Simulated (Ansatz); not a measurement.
Cell and atoms of amorphous Hf10Si10O40:

```xyz
60
Lattice="9.3963 0.1186 0.0253 0.1186 9.8317 0.0620 0.0253 0.0620 9.5673" Properties=species:S:1:pos:R:3 pbc="T T T"
Hf     4.0147     7.6345     4.3148
Hf     8.3499     4.8575     2.5984
Hf     6.7075     2.7367     4.7194
Hf     8.7653     4.4874     7.4454
Hf     6.9734     6.9064     9.5846
Hf     1.3794     3.1064     0.3290
Hf     1.9356     0.9867     7.3045
Hf     3.6313     5.9720     8.6635
Hf     0.3453     7.6980     7.3438
Hf     2.9973     2.7648     3.6603
Si     9.3200     1.5628     2.6519
Si     4.1158     1.3434     0.7468
Si     4.8502     9.1650     8.3840
Si     4.3488     3.3867     6.6228
Si     6.4069     2.7109     8.6195
Si     8.4176     0.3319     9.3706
Si     1.3594     5.4404     4.9032
Si     6.7031     9.2666     6.0250
Si     5.0215     5.1479     2.2712
Si     1.6342     9.7074     4.5851
O      0.1640     0.2240     3.6722
O      7.9081     3.8466     5.7846
O      3.6728     4.2971     2.5942
O      1.3184     8.9916     6.0181
O      8.1759     2.6059     3.2091
O      4.6327     3.1333     4.9881
O      7.5947     6.4391     1.7712
O      5.7793     2.6770     7.0774
O      8.0461     8.4400     6.3776
O      3.4421     9.4970     7.6600
O      8.4701     6.3957     8.3446
O      5.5448     8.3564     5.3037
O      2.0710     7.0775     8.2404
O      5.1226     7.5474     8.6044
O      4.0396     1.5347     2.3489
O      4.8661     6.6462     2.9177
O      2.5811     4.6238     9.5999
O      5.2008     5.5248     0.6549
O      9.1725     4.1990     0.9835
O      2.6511     6.4309     4.9977
O      7.1501     4.1598     8.6383
O      5.1635     2.4835     0.1191
O      6.8265     0.8265     5.0983
O      1.8600     3.9102     4.8800
O      2.6161     1.4623     0.0334
O      4.8450     9.7245     0.3348
O      6.3017     4.3456     3.0340
O      0.3304     5.6462     3.6568
O      1.3083     2.3317     2.4125
O      0.4085     9.6999     8.3916
O      3.1347     2.5442     7.1889
O      4.2775     4.9426     7.0866
O      7.5149     1.5380     8.7560
O      6.0327     9.7427     7.4547
O      0.5945     2.8688     8.0317
O      7.7052     8.7090     0.0830
O      2.1725     1.2671     5.1237
O      2.7301     8.9698     3.6511
O      0.4916     5.7863     6.2926
O      8.9968     0.9472     1.1802
```

Level of theory: PBE, scalar-relativistic without spin-orbit coupling (plane waves to 420 eV, PAW; Ansatz, a quantum-chemistry and plane-wave program).

A CHGNet melt-quench gave the starting glass, which DFT then relaxed. O atoms were pushed apart under 1.9 Å during the dynamics, to hinder bonds among them. The hot cell started wider than the set density and was brought back towards it in steps. It is the lowest in DFT energy of 8 quenches. It is a model cell: composition and starting density were chosen by hand, and all elements were melted together. No dispersion term was used. Its density started from a set value of 5.43 and ended at 5.08 g/cm³. The quench (nominally 300 K/ps over its main leg) was far faster than any real one, so the model tends to hold more defects than a real film. One small periodic cell is one sample of the glass; other quenches scatter about these values. Volume and shape were free in the relaxation.

Cut-offs for bonds: Hf-Hf 3.34 Å, Hf-Si 2.89 Å, Hf-O 2.66 Å, Si-Si 2.60 Å, Si-O 1.90 Å, O-O 1.58 Å. Two cations that share two anions don't count as bonded, nor two that share one unless they lie closer than Hf-Hf 3.25 Å, Hf-Si 2.81 Å, Si-Si 2.38 Å.

**Question.** Give the coordination numbers, mean bond lengths and angles.

**Answer.** 
The mean coordination of Hf by anions is 5.40 (1 with 4, 5 with 5, 3 with 6, 1 with 7) and the mean coordination of Si by anions comes out as 4.00 (10 with 4). The mean coordination of O is 2.35 (26 with 2, 14 with 3) and the mean Hf-O bond comes out as 2.101 Å (spread 0.155 Å, 54 counted). The mean Si-O bond is 1.640 Å (spread 0.022 Å, 40 counted) and the bond angle at Hf is mean 105.1°, spread 27.8°. The bond angle at Si is mean 109.4°, spread 4.7° and the bond angle at O comes out as mean 129.5°, spread 19.7°.

**Question.** List the pairs of like atoms that count as bonded by the rules above.

**Answer.** There are none by these rules.
